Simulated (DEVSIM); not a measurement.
Structure: abrupt Si n-p junction, at 300 K.

```csv
layer (left to right),material,thickness (μm),Nd (cm⁻³),Na (cm⁻³),τn (s),τp (s)
1,Si,0.870,7.8e15,-,1.5e-5,1.5e-5
2,Si,12.0,-,2e17,1.5e-5,1.5e-5
```

Left contact: ohmic. Right contact: ohmic. Voltage is applied to the left contact. Recombination: SRH at mid-gap, Auger. Mobility is μmin + (μ − μmin)/(1 + (N/Nref)^α).

Constants are typed, rounded textbook-type inputs, not results; the design itself was drawn at random and stands for no fabricated device. Values at 300 K; Nc and Nv go as T^1.5, mobilities as T to minus their exponent, the gap by Varshni's rule with the affinity fixed.

```
parameter               Si
----------------  --------
gap (eV)             1.124
affinity (eV)         4.05
permittivity          11.7
Nc (cm⁻³)          2.86e19
Nv (cm⁻³)           3.1e19
μn (cm²/Vs)           1417
μp (cm²/Vs)            470
μn,min                  52
μp,min                  45
Nref,n              9.7e16
Nref,p              2.2e17
αn                    0.68
αp                    0.72
T exponent of μn       2.3
T exponent of μp       2.2
Cn (cm⁶/s)         2.8e-31
Cp (cm⁶/s)         9.9e-32
Varshni α (eV/K)  0.000473
Varshni β (K)          636
```

Model (solved in DEVSIM): 1D drift-diffusion, Boltzmann statistics, complete ionisation; no tunnelling, impact ionisation, image-force lowering or self-heating.

Base results: dark forward voltage at 100 A/cm² (V) 0.704; largest field in the device at zero bias (V/cm) 44000; potential step across the device at zero bias (V) 0.781; dark forward voltage at 1 A/cm² (V) 0.561.

What follows from this one change: thickness of layer 1 0.87 → 0.52 μm?

dark forward voltage at 100 A/cm² 0.704 → 0.688 V; largest field in the device at zero bias little changed (44000 V/cm); potential step across the device at zero bias little changed (0.781 V); dark forward voltage at 1 A/cm² 0.561 → 0.543 V.

What follows from this one change: temperature 300 → 400 K?

dark forward voltage at 100 A/cm² 0.704 → 0.527 V; largest field in the device at zero bias little changed (41000 V/cm); potential step across the device at zero bias 0.781 → 0.610 V; dark forward voltage at 1 A/cm² 0.561 → 0.327 V.

What follows from this one change: thickness of layer 2 12 → 36 μm?

dark forward voltage at 100 A/cm² 0.704 → 0.734 V; largest field in the device at zero bias little changed (44000 V/cm); potential step across the device at zero bias little changed (0.781 V); dark forward voltage at 1 A/cm² little changed (0.562 V).

What follows from this one change: doping Na of layer 2 2e+17 → 6e+17 cm^-3?

dark forward voltage at 100 A/cm² 0.704 → 0.696 V; largest field in the device at zero bias 44000 → 55000 V/cm; potential step across the device at zero bias 0.781 → 0.810 V; dark forward voltage at 1 A/cm² little changed (0.561 V).

What follows from this one change: doping Nd of layer 1 7.8e+15 → 2.3e+14 cm^-3?

dark forward voltage at 100 A/cm² 0.704 → 0.646 V; largest field in the device at zero bias 44000 → 25000 V/cm; potential step across the device at zero bias 0.781 → 0.690 V; dark forward voltage at 1 A/cm² 0.561 → 0.443 V.

What follows from this one change: constant mobility in place of the doping-dependent one?

dark forward voltage at 100 A/cm² 0.704 → 0.695 V; largest field in the device at zero bias little changed (44000 V/cm); potential step across the device at zero bias little changed (0.781 V); dark forward voltage at 1 A/cm² little changed (0.559 V).
